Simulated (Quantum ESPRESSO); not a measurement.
## Quick settings and what they miss: MgPd5 (R32, 6 atoms in the cell)

Self-consistent single point.

```xyz
6
Lattice="2.3742 -1.3707 4.4950 0.0000 2.7415 4.4950 -2.3742 -1.3707 4.4950" Properties=species:S:1:pos:R:3 pbc="T T T"
Mg     0.0000     0.0000     0.0000
Pd     0.7874     1.3638     6.7425
Pd    -1.5748     0.0000     6.7425
Pd     0.7874    -1.3638     6.7425
Pd     0.0000     0.0000     4.4735
Pd     0.0000     0.0000     9.0116
```

Computed with LDA (PZ), GBRV 1.5 ultrasoft (LDA) pseudopotentials (plane waves; Quantum ESPRESSO).

Base settings: ecutwfc = 40 Ry; ecutrho = 320 Ry; occupations = smearing; smearing = fermi-dirac; degauss = 0.0099958 Ry; potentials = {Mg: mg_lda_v1.4.uspp.F.UPF, Pd: pd_lda_v1.4.uspp.F.UPF}; K_POINTS = automatic 6 6 6 0 0 0; conv_thr = 1e-09 Ry; mixing_beta = 0.5.

Tight run (finer mesh or higher cutoff; not a proven limit): ecutwfc: 40 Ry → 56 Ry; ecutrho: 320 Ry → 448 Ry; conv_thr: 1e-09 Ry → 7.3e-11 Ry; K_POINTS: automatic 6 6 6 0 0 0 → automatic 9 9 9 0 0 0. It gave Fermi level (on the code's own zero) 16.95 eV; pressure -2.48 GPa; largest force (vector length) 0.027 eV/Å.

Quick runs, as changes from the base:
- A: the base itself
- B: ecutwfc: 40 Ry → 32 Ry; ecutrho: 320 Ry → 256 Ry; smearing: fermi-dirac → marzari-vanderbilt; K_POINTS: automatic 6 6 6 0 0 0 → automatic 6 6 6 1 1 1
- C: ecutwfc: 40 Ry → 24 Ry; ecutrho: 320 Ry → 192 Ry; smearing: fermi-dirac → marzari-vanderbilt; conv_thr: 1e-09 Ry → 7.3e-06 Ry; K_POINTS: automatic 6 6 6 0 0 0 → automatic 3 3 3 0 0 0
- D: ecutwfc: 40 Ry → 20 Ry; ecutrho: 320 Ry → 160 Ry; smearing: fermi-dirac → gaussian; degauss: 0.0099958 Ry → 0.0147 Ry; conv_thr: 1e-09 Ry → 7.3e-06 Ry; K_POINTS: automatic 6 6 6 0 0 0 → automatic 4 4 4 1 1 1
- E: K_POINTS: automatic 6 6 6 0 0 0 → automatic 4 4 4 0 0 0
- F: ecutwfc: 40 Ry → 24 Ry; ecutrho: 320 Ry → 192 Ry; K_POINTS: automatic 6 6 6 0 0 0 → automatic 1 1 1 0 0 0

Energies are extrapolated to zero smearing width, which holds to low order in the width alone (under cold and Methfessel-Paxton smearing the free energy itself is taken).

Dashes: pressure of C, D, not trusted under this conv_thr with d or f elements; time of C, D, F, under 30 s.

The count of work is k-points × plane waves × bands × iterations; it is no time. Core times come from one kind of shared machine and are given to one figure; runs under 30 s give none.

The starting cell comes from a database of computed structures (which also holds hypothetical and non-ambient phases and stackings), without a prior relaxation at this level. Its lattice was rescaled by a random factor within 2.5 % of one. Spin polarisation is off.

```
run  energy less tight (meV/atom)  pressure less tight (GPa)  largest miss in a force vector (eV/Å)  count of work / tight  core time / tight (rough)
---  ----------------------------  -------------------------  -------------------------------------  ---------------------  -------------------------
A                             5.9                      -0.03                                  0.005                   0.21                        0.4
B                           121.6                     -14.68                                  0.027                   0.14                        0.2
C                          3620.0                          –                                  0.022                  0.013                          –
D                         13481.9                          –                                  0.081                  0.021                          –
E                            13.8                       0.12                                  0.027                  0.092                        0.2
F                          3959.5                    -259.17                                  1.500                 0.0032                          –
```

Among the runs at the tight run's level, the energy misses run from 5.9 to 13481.9 meV/atom.
